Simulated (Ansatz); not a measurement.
An Ansatz (a program for electronic structure) input (PBE (Ansatz, PAW, without spin-orbit coupling), earlier PAW set):

Ansatz 0.2 input:
```yaml
crystal:
  lattice:
    - [-2.7342371774, 2.7342371774, 5.4675689729]
    - [2.7342371774, -2.7342371774, 5.4675689729]
    - [5.4684743548, 0, 0]
  atoms:
    - { symbol: S, position: [0, 0, 0] }
    - { symbol: Cu, position: [0.75, 0.75, 0.5] }
    - { symbol: Zn, position: [0.25, 0.25, 0.5] }
    - { symbol: Sn, position: [0.5, 0.5, 0] }
    - { symbol: S, position: [0.6369102342, 0.1042776342, 0.5246828866] }
    - { symbol: S, position: [0.1042776342, 0.6369102342, 0.4753171134] }
    - { symbol: S, position: [0.3710394792, 0.8877726524, 0.0079497134] }
    - { symbol: S, position: [0.8877726524, 0.3710394792, 0.9920502866] }
basis: { ecutwfc: 420, ecutrho_ratio: 4, xc_grid: 2, fft_grid_basis: typed }
kpoints: { mp_grid: { grid: [6, 6, 6] } }
hamiltonian:
  xc: pbe
  dispersion: none
  pseudopotentials: { azcp: { folder: ./paw }, kind: paw }
scf: { occupations: { method: fermi_dirac, width: 0.05 }, convergence: { dr2_threshold: 0.0000000008 } }
relax: { f_tol: 0.02, max_steps: 45 }
output: { forces: true, stress: true }
checkpoint: { write: state.ck, write_every: 1000 }
```

Problem. Which symmetry and how many k-points will the program report, and about how many plane waves at Γ?

Solution. Space group I-4 (ITA 82) with 4 operations, k-points 36 of 216, and 3195 plane waves at Γ.

Problem. And the final pressure?

Solution. 8.10 GPa (compression positive).

The cell is small, so the values are those of an ordered compound at a high defect concentration; dilute-limit values will differ. A case with no gap was solved on a k-mesh chosen for an insulator, which is coarse for it. The defect started on the symmetric site and kept its symmetry, so it may sit on a saddle. All final runs are without spin polarisation. The cell was made from ZnCu$_{2}$SnS$_{4}$ (space group I-4, No. 82) by this change: S on a Cu site (antisite). The defect cell is not spin-polarised.
